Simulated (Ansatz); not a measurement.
## What uniaxial strain ε_yy = +3.56 % does to Sn

Start from Sn in the diamond structure (space group Fd-3m, No. 227; a = 6.5667 Å). Axes: x, y, z lie along the cube axes.

Now apply this change: the cell is stretched by 3.56 % along y with no lateral relaxation; the atoms relax in the strained cell.

The values are results of Ansatz (an electronic-structure program), r2SCAN, PAW, cutoff 500 eV, scalar-relativistic without spin-orbit coupling, not measurements. Settings: 12×12×12 k-points, 0.05 eV Fermi–Dirac smearing.

```csv
quantity,base,changed,shift
volume per atom,35.40 Å³,36.66 Å³,+1.26 Å³
space group,Fd-3m (No. 227),I4_1/amd (No. 141),–
shortest interatomic distance,5.373 bohr,5.438 bohr,+0.065 bohr
energy relative to the base (free energy F),0 meV/atom,+8.9 meV/atom,+8.9 meV/atom
band gap,zero,zero,–
"stress (xx, yy, zz, yz, xz, xy; compression positive) (rough)",–,"(-1.0, -2.2, -1.0, 0.0, 0.0, 0.0) GPa",–
```

Final structure:

```
Sn
1.0
    0.00000     3.40025     3.28336
    3.28336     0.00000     3.28336
    3.28336     3.40025     0.00000
Sn
2
Direct
  0.25000   0.25000   0.25000
  0.00000   0.00000   0.00000
```

Without a gap, meshes like the base's 12×12×12 leave anisotropic stresses uncertain by several tenths of a GPa, and small strain energies with them. No phonon test of stability was made.
